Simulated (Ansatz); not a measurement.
Band structure of Cd (P6_3/mmc, 2 atoms in the cell).

```yaml
crystal:
  lattice:
    - [1.50192, -2.60140, 0.00000]
    - [1.50192, 2.60140, 0.00000]
    - [0.00000, 0.00000, 5.66496]
  atoms:
    - { symbol: Cd, position: [0.33333, 0.66667, 0.25000] }
    - { symbol: Cd, position: [0.66667, 0.33333, 0.75000] }
```

Level of theory: PBE (plane waves, PAW; Ansatz, a program for electronic structure).

Settings: kpoints.mp_grid.grid = 13 13 6; hamiltonian.xc = pbe; hamiltonian.pseudopotentials = {kind: paw} (the program's default PAW files); scf.occupations.method = gaussian; scf.occupations.width = 0.1 eV; kpoints.band_path.npoints = 8.

The starting cell has typed, rounded lattice constants, without a prior relaxation at this level. Its lattice was rescaled by a random factor within 2.5 % of one.

Levels in eV from the Fermi level, bands 17 to 23:
```json
[
 {"point": "Γ", "17": "-8.72", "18": "-8.48", "19": "-8.48", "20": "-3.06", "21": "-2.95", "22": "10.18", "23": "13.64"},
 {"point": "M", "17": "-8.23", "18": "-8.21", "19": "-2.29", "20": "-1.85", "21": "1.90", "22": "2.96", "23": "3.01"},
 {"point": "K", "17": "-8.60", "18": "-8.60", "19": "-0.02", "20": "-0.02", "21": "0.40", "22": "4.25", "23": "4.70"},
 {"point": "A", "17": "-8.58", "18": "-8.58", "19": "-7.25", "20": "-7.25", "21": "3.61", "22": "3.61", "23": "13.91"},
 {"point": "L", "17": "-8.22", "18": "-8.22", "19": "-1.49", "20": "-1.49", "21": "0.00", "22": "0.00", "23": "7.84"},
 {"point": "H", "17": "-8.50", "18": "-8.50", "19": "1.02", "20": "1.02", "21": "1.41", "22": "1.41", "23": "1.81"}
]
```

Bands cross the Fermi level along this path, so the cell is metallic at this level.

Keys are those of Ansatz 0.2.
